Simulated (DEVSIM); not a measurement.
Device: Schottky contact on n-type GaN, at 300 K.

Layer 1 from the left is GaN, thickness (μm) 3.40, Nd (cm⁻³) 1.6e17, τn (s) 2.2e-8, τp (s) 2.2e-8.

Left contact: Schottky, work function 5.07 eV, emission velocity 2.8e6 cm/s. Right contact: ohmic. Voltage is applied to the left contact. Recombination: SRH at mid-gap. Mobility is μmin + (μ − μmin)/(1 + (N/Nref)^α).

Constants are typed, rounded textbook-type inputs, not results; the design itself was drawn at random and stands for no fabricated device. Values at 300 K.

GaN: gap (eV) 3.43, affinity (eV) 4.1, permittivity 9.5, Nc (cm⁻³) 2.3e18, Nv (cm⁻³) 4.6e19, μn (cm²/Vs) 1200, μp (cm²/Vs) 100, μn,min 55, μp,min 3, Nref,n 2e17, Nref,p 3e17, αn 1, αp 2.

DEVSIM, 1D drift-diffusion, Boltzmann statistics, complete ionisation; no tunnelling, impact ionisation, image-force lowering or self-heating. Metal contacts follow the ideal Schottky-Mott rule: no Fermi-level pinning, no interface dipoles.

Dark forward current:

```csv
|V| (V),|J| (A/cm²)
0.05,3.038e-10
0.10,2.404e-9
0.15,1.692e-8
0.20,1.173e-7
0.25,8.109e-7
0.30,5.605e-6
0.35,3.873e-5
0.40,0.0002676
0.45,0.001848
0.50,0.01276
0.55,0.08810
0.60,0.6075
0.65,4.175
0.70,28.21
0.75,173.7
0.80,765.9
0.85,2039
```

Task: Work out the local ideality factor n = ΔV / (kT/q · ln(J2/J1)) between the rows 0.15 and 0.20 V, 0.80 and 0.85 V.

Result: kT/q = 25.85 mV. From 0.15 to 0.20 V: ln(1.173e-7/1.692e-8) = 1.936, n = 1.00, near the 1 of diffusion or emission over a barrier. From 0.80 to 0.85 V: ln(2039/765.9) = 0.979, n = 1.98; the layers' resistance at their doping, Σ W/(qμN) = 1.9e-5 Ω cm², would take 24 mV of this step of 50 mV.

Task: Estimate the current at 0.40 V for emission alone, J0 = q v N_band exp(−φB/kT), and read the barrier back from the simulated current.

Result: φB = 0.970 eV, N_band = 2.30e18 cm⁻³, J0 = 5.21e-11 A/cm²; J = J0 (exp(qV/kT) − 1) = 0.000274 A/cm². The simulation gives 0.000268 A/cm²; the estimate lies 2.3 % above. Read backwards, the simulated current gives an apparent barrier of 0.971 eV. The estimate leaves out transport through the depletion region and minority injection.
